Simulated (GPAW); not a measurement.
Input and output of a self-consistent single point for LiF (Fm-3m, 2 atoms in the cell) (GPAW)

Computed with GPAW with revPBE, LCAO dzp, GPAW PAW datasets revPBE (gpaw-data 1.0.1).

This input was run:

```python
from ase import Atoms
from gpaw import GPAW

atoms = Atoms(['Li', 'F'],
              cell=[[0.000000, 2.041715, 2.041715],
                    [2.041715, 0.000000, 2.041715],
                    [2.041715, 2.041715, 0.000000]],
              scaled_positions=[[0.000000, 0.000000, 0.000000],
                                [0.500000, 0.500000, 0.500000]],
              pbc=True)

calc = GPAW(mode='lcao',
            h=0.18,
            basis='dzp',
            xc='revPBE',
            kpts=(7, 7, 7),
            occupations={'name': 'fermi-dirac', 'width': 0.0},
            convergence={'density': 1e-05, 'energy': 1e-05},
            symmetry={'symmorphic': False, 'tolerance': 0.0005},
            maxiter=150)

atoms.calc = calc

energy = atoms.get_potential_energy()
print('Energy (eV):', round(energy, 6))
forces = atoms.get_forces()
print('Forces (eV/Ang):')
print(forces.round(5))
```

Output, abridged:

```
Input parameters:
  basis: dzp
  convergence: {density: 1e-05,
                energy: 1e-05}
  h: 0.18
  kpts: [7 7 7]
  maxiter: 150
  mode: lcao
  occupations: {name: fermi-dirac,
                width: 0.0}
  symmetry: {symmorphic: False,
             tolerance: 0.0005}
  xc: revPBE

species:
  Li:
    name: Lithium
    Z: 3.0
    valence: 1
    core: 2
    charge: 0.0
    file: Li.revPBE.gz

    # LCAO basis set for Li:
    #   Name: dzp
    #   File: Li.dzp.basis.gz
    #   Number of radial functions: 3
    #   Number of spherical harmonics: 5
    #     l=0, rc=10.8906 Bohr: 2s-sz confined orbital
    #     l=0, rc=6.6719 Bohr: 2s-dz split-valence wave
    #     l=1, rc=10.8906 Bohr: p-type Gaussian polarization
    #   Number of RI-basis functions 0

  F:
    name: Fluorine
    Z: 9.0
    valence: 7
    core: 2
    charge: 0.0
    file: F.revPBE.gz

    # LCAO basis set for F:
    #   Name: dzp
    #   File: F.dzp.basis.gz
    #   Number of radial functions: 5
    #   Number of spherical harmonics: 13
    #     l=0, rc=3.8594 Bohr: 2s-sz confined orbital
    #     l=1, rc=4.8750 Bohr: 2p-sz confined orbital
    #     l=0, rc=2.0156 Bohr: 2s-dz split-valence wave
    #     l=1, rc=2.6094 Bohr: 2p-dz split-valence wave
    #     l=2, rc=4.8750 Bohr: d-type Gaussian polarization
    #   Number of RI-basis functions 0

Reference energy: -2919.302256  # eV

Spin-paired calculation

Convergence criteria:
 Maximum [total energy] change in last 3 cyles: 1e-05 eV / valence electron
 Maximum integral of absolute [dens]ity change: 1e-05 electrons / valence electron
 Maximum integral of absolute [eigenst]ate change: 4e-08 eV^2 / valence electron
 Maximum number of scf [iter]ations: 150

Symmetries present (total): 48
Symmetries with fractional translations: 0
343 k-points: 7 x 7 x 7 Monkhorst-Pack grid
20 k-points in the irreducible part of the Brillouin zone
       k-points in crystal coordinates                weights
   0:     0.00000000    0.00000000    0.00000000          1/343
   1:     0.14285714    0.14285714    0.00000000          6/343
   2:     0.14285714    0.14285714    0.14285714          8/343
   [... 7 lines left out ...]
          ...
  19:     0.42857143    0.42857143    0.42857143          8/343

Wave functions: LCAO
  Diagonalizer: Serial LAPACK
  Atomic Correction: dense with blas
  Data-type: complex

Occupation numbers: # Zero width

Eigensolver
   LCAO using direct dense diagonalizer

Densities:
  Coarse grid: 12*12*12 grid
  Fine grid: 24*24*24 grid
  Total Charge: 0.000000

Density mixing:
  Method: separate
  Backend: pulay
  Linear mixing parameter: 0.05
  old densities: 5
  Damping of long wavelength oscillations: 50

Hamiltonian:
  XC and Coulomb potentials evaluated on a 24*24*24 grid
  Interpolation: tri-quintic (5. degree polynomial)
  Poisson solver: FastPoissonSolver using
    Stencil: 12*3+1=37 point O(h^6) finite-difference Laplacian
    FFT axes: [np.int64(0), np.int64(1), np.int64(2)]
    FST axes: []

XC parameters: revPBE with 2 nearest neighbor stencil

Number of atoms: 2
Number of atomic orbitals: 18
Number of bands in calculation: 8
Number of valence electrons: 8
Bands to converge: occupied

Density initialized from atomic densities

              F

       Li

Atomic positions and initial magnetic moments

Positions:
   0 Li     0.000000    0.000000    0.000000    ( 0.0000,  0.0000,  0.0000)
   1 F      2.041715    2.041715    2.041715    ( 0.0000,  0.0000,  0.0000)

Unit cell:
           periodic     x           y           z      points  spacing
  1. axis:    yes    0.000000    2.041715    2.041715    12     0.1965
  2. axis:    yes    2.041715    0.000000    2.041715    12     0.1965
  3. axis:    yes    2.041715    2.041715    0.000000    12     0.1965

  Lengths:   2.887421   2.887421   2.887421
  Angles:   60.000000  60.000000  60.000000

Effective grid spacing dv^(1/3) = 0.2144

     iter     time        total  log10-change:
                         energy   eigst   dens
iter:   1 --:--:--    -8.527281        c
iter:   2 --:--:--    -8.486228        c -1.19
iter:   3 --:--:--    -8.370017        c -1.22
iter:   4 --:--:--    -8.411393        c -1.48
iter:   5 --:--:--    -8.395489        c -1.80
iter:   6 --:--:--    -8.395492        c -2.89
iter:   7 --:--:--    -8.395389        c -2.89
iter:   8 --:--:--    -8.395389        c -4.57
iter:   9 --:--:--    -8.395389c       c -4.71
iter:  10 --:--:--    -8.395389c       c -6.31c

Converged after 10 iterations.

Dipole moment: (-0.265629, -0.265629, -0.265629) |e|*Ang

Energy contributions relative to reference atoms: (reference = -2919.302256)

Kinetic:        +13.020622
Potential:      -12.826877
External:        +0.000000
XC:              -9.481656
Entropy (-ST):   +0.000000
Local:           +0.892522
SIC:             +0.000000
--------------------------
Free energy:     -8.395389
Extrapolated:    -8.395389

Showing only first 2 kpts
 Kpt  Band  Eigenvalues  Occupancy
  0     2     -0.68687    2.00000
  0     3     -0.68069    2.00000
  0     4      8.11008    0.00000
  0     5     23.68487    0.00000

  1     2     -0.86587    2.00000
  1     3     -0.86183    2.00000
  1     4      8.95266    0.00000
  1     5     21.28754    0.00000

Fermi level: 3.71469

Gap: 8.791 eV
Transition (v -> c):
  (s=0, k=0, n=3, [0.00, 0.00, 0.00]) -> (s=0, k=0, n=4, [0.00, 0.00, 0.00])
No difference between direct/indirect transitions
Energy (eV): -8.395389

Forces in eV/Ang:
  0 Li   -0.00000    0.00000    0.00000
  1 F     0.00000    0.00000   -0.00000
```

The run converged in 10 iterations.

The starting cell comes from a database of computed structures (which also holds hypothetical and non-ambient phases and stackings), without a prior relaxation at this level. Values carry the incompleteness of an atom-centred basis.

Cost on one core of a shared machine: roughly 50 s.
